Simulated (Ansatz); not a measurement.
Cost and result by functional for the surface energy of the (110) surface of rock-salt PbS in its 1x1 cell (cut with top plane Pb + S, bottom plane Pb + S), outermost plane spacing 2.12 Å in the ideal cut, in Ansatz (plane waves, PAW). Single points on the PBE structure, on one kind of machine; costs are rough ratios of the slab run's core time (references not counted) to the cheapest single point. r2SCAN's cost holds its higher cutoff (500 against 420 eV). Differences are taken against HSE06 for comparison alone: no measured value is at hand, so the table doesn't rank accuracy. HSE06 ran on a coarser k-mesh, which lowers its cost and carries part of its shift.

Slab: 12 atoms, Pb6S6, 10.6 Å thick at the start; k 6x4x1, smearing 0.025 eV, dipole-corrected; all atoms relaxed; start symmetry kept, larger cells not searched; no spin, no spin-orbit, no U. These notes are the PBE run's.

```tsv
functional	relative cost	surface energy (J/m²)	less HSE06 (J/m²)
LDA	1	0.48	0.18
PBEsol	1	0.39	0.09
RPBE	1	0.13	-0.17
r2SCAN	2	0.32	0.01
HSE06	20	0.31	0.00
PBE (the relaxed run's value)	–	0.27	-0.04
```

The values span 0.35 J/m², while the single points' costs differ by a factor of roughly 20. Differences are of unrounded values.

Ansatz is a quantum-chemistry and plane-wave program.
